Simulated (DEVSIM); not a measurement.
## abrupt GaSb p-n junction

System: abrupt GaSb p-n junction, at 300 K.

| layer (left to right) | material | thickness (μm) | Nd (cm⁻³) | Na (cm⁻³) | τn (s) | τp (s) |
|---|---|---|---|---|---|---|
| 1 | GaSb | 92.0 | - | 1.2e17 | 3.2e-10 | 3.2e-10 |
| 2 | GaSb | 58.0 | 2.5e16 | - | 3.2e-10 | 3.2e-10 |

Left contact: ohmic. Right contact: ohmic. Voltage is applied to the left contact. Recombination: SRH at mid-gap, Auger. Mobility is μmin + (μ − μmin)/(1 + (N/Nref)^α).

This is a model device: material constants are rounded textbook-type values typed into the input, and sizes, dopings and lifetimes were drawn at random. Values at 300 K.

```
parameter        GaSb
-------------  ------
gap (eV)        0.726
affinity (eV)    4.06
permittivity     15.7
Nc (cm⁻³)      2.1e17
Nv (cm⁻³)      1.8e19
μn (cm²/Vs)      5000
μp (cm²/Vs)       850
μn,min           1000
μp,min            190
Nref,n         2.8e17
Nref,p           9e17
αn               1.05
αp               0.65
Cn (cm⁶/s)      5e-30
Cp (cm⁶/s)      5e-30
```

DEVSIM, 1D drift-diffusion, Boltzmann statistics, complete ionisation; no tunnelling, impact ionisation, image-force lowering or self-heating.

| Quantity | Value |
|---|---|
| Potential step across the device at zero bias | 0.541 V |
| Largest field in the device at zero bias | 48000 V/cm |
| Dark forward voltage at 1 A/cm² | 0.296 V |
| Dark forward voltage at 100 A/cm² | 0.529 V |

Dark forward current:

| V (V) | J (A/cm²) |
|---|---|
| 0.05 | 0.0018 |
| 0.10 | 0.0066 |
| 0.15 | 0.021 |
| 0.20 | 0.071 |
| 0.25 | 0.26 |
| 0.30 | 1.1 |
| 0.35 | 5.1 |
| 0.40 | 18 |
| 0.45 | 44 |
| 0.50 | 79 |
| 0.55 | 120 |
| 0.60 | 160 |
| 0.65 | 210 |
| 0.70 | 250 |
| 0.75 | 300 |
| 0.80 | 340 |
| 0.85 | 390 |
| 0.90 | 440 |
| 0.95 | 490 |
| 1.00 | 540 |
| 1.05 | 590 |
| 1.10 | 640 |
| 1.15 | 690 |
| 1.20 | 730 |
